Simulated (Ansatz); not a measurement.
Effect of pressure 3 GPa on MnTlF3

The reference is MnTlF₃ in the cubic perovskite structure (space group Pm-3m, No. 221; a = 4.238 Å; ferromagnetic; a cell from a computed database, its experimental status unchecked).

Modification: cell and atoms relaxed at a pressure of 3 GPa.

The values are results of r2SCAN in Ansatz (plane waves to 500 eV, PAW, spin-orbit coupling left out), not measurements. Γ-centred 8×8×8 mesh, Fermi–Dirac width 0.05 eV.

| quantity | base | changed | shift |
|---|---|---|---|
| volume per atom | 15.23 Å³ | 14.68 Å³ | -0.544 Å³ |
| density | 6.90 g/cm³ | 7.15 g/cm³ | +0.256 g/cm³ |
| lattice parameter a | 4.238 Å | 4.187 Å | -0.051 Å |
| shortest interatomic distance | 2.119 Å | 2.094 Å | -0.0255 Å |
| enthalpy H = E + PV relative to the base's energy | – | +0.28 eV/atom | – |
| band gap | 1.77 eV | 1.59 eV | -0.18 eV |
| gap character | indirect, R → X | indirect, R → X | – |
| smallest direct gap | 2.87 eV | 2.75 eV | -0.128 eV |
| mean gap deformation potential ΔEg/Δln V | – | +4.8 eV | – |
| width of the top valence band | 4.92 eV | 5.24 eV | +0.32 eV |
| electron mass | 0.27 mₑ along k, 0.67 mₑ across (at X) | 0.25 mₑ along k, 0.63 mₑ across (at X) | – |
| magnetic state | ferromagnetic | ferromagnetic | – |
| largest site moment | 4.25 μB | 4.22 μB | -0.03 μB |

Final structure:

```yaml
crystal:
  lattice:
    - [4.18718, 0.00000, 0.00000]
    - [0.00000, 4.18718, 0.00000]
    - [0.00000, 0.00000, 4.18718]
  atoms:
    - { symbol: Mn, position: [0.00000, 0.00000, 0.00000] }
    - { symbol: Tl, position: [0.50000, 0.50000, 0.50000] }
    - { symbol: F, position: [0.50000, 0.00000, 0.00000] }
    - { symbol: F, position: [0.00000, 0.50000, 0.00000] }
    - { symbol: F, position: [0.00000, 0.00000, 0.50000] }
```

Spin-orbit coupling, missing from the scalar runs, can matter with Tl. Load acts through the strain it causes; cell and atoms are relaxed under it. Masses are band curvatures over ±0.01 Å⁻¹ around the edge. Along k means along the line from Γ to the band edge. Whether these cells are dynamically stable was not tested. No Hubbard U is applied and the magnetic state is the run's own (MnTlF3 ferromagnetic); other magnetic orders, which need larger cells, were not tried and can change the gap. The base started in Cm and relaxed to Pm-3m at this level. A gap here joins edges of opposite spin (a spin-flip gap). Many cubic perovskites are stable only at high temperature; tilts and polar distortions were not tested.

Ansatz is a program for electronic structure.
